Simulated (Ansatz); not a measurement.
**What x(Pb) = 0.75, 8 atoms, Cmmm does to GeSe**

Start from GeSe in the rock salt structure (space group Fm-3m, No. 225; a = 5.5610 Å; a cell from a computed database, its experimental status unchecked).

The other end (x = 1) is PbSe in the rock salt structure (space group Fm-3m, No. 225): 28.39 Å³/atom, gap 0.17 eV.

It is then changed as follows: a fraction x = 0.75 of the Ge sites is given to Pb, ordered in a cell of 8 atoms (starting symmetry Cmmm) and fully relaxed.

The values are results of PBEsol (Ansatz, a program for electronic structure), no spin-orbit coupling, not measurements. Γ-centred 5×5×8 mesh, Fermi–Dirac width 0.05 eV, for the changed cell.

Volume per atom: 26.70 Å³ (base 21.50 Å³)
Density: 7.85 g/cm³ (base 5.86 g/cm³)
Band gap: zero (uncertain: the edges found look like a band crossing or inverted bands; the base alone) (base 0.17 eV)
Mixing energy: +0.03 eV/atom (to 0.01 eV only: unlike meshes or grids)
Deviation of the volume from the linear (Vegard-type) interpolation: +0.1 %
Mean first-shell distances: Ge–Se 2.881 Å (end compound 2.780 Å), Pb–Se 3.027 Å (end compound 3.051 Å)

Final structure:

```yaml
crystal:
  lattice:
    - [4.23480, -5.97756, 0.00000]
    - [4.23480, 5.97756, 0.00000]
    - [0.00000, 0.00000, 4.21879]
  atoms:
    - { symbol: Pb, position: [0.00000, 0.50000, 0.00000] }
    - { symbol: Pb, position: [0.50000, 0.50000, 0.50000] }
    - { symbol: Ge, position: [0.00000, 0.00000, 0.50000] }
    - { symbol: Pb, position: [0.50000, 0.00000, 0.00000] }
    - { symbol: Se, position: [0.23209, 0.23209, 0.00000] }
    - { symbol: Se, position: [0.75933, 0.24067, 0.50000] }
    - { symbol: Se, position: [0.24067, 0.75933, 0.50000] }
    - { symbol: Se, position: [0.76791, 0.76791, 0.00000] }
```

These are small ordered cells, not random alloys; other orderings at the same x differ. Spin-orbit coupling, missing from the scalar runs, can matter with Pb. No phonon test of stability was made. All final runs are without spin polarisation. Gaps under 0.05 eV, about the width of the smearing, are given as zero. A zero or small gap of Pb3GeSe4, GeSe and PbSe can be the functional's error rather than a property of the material.
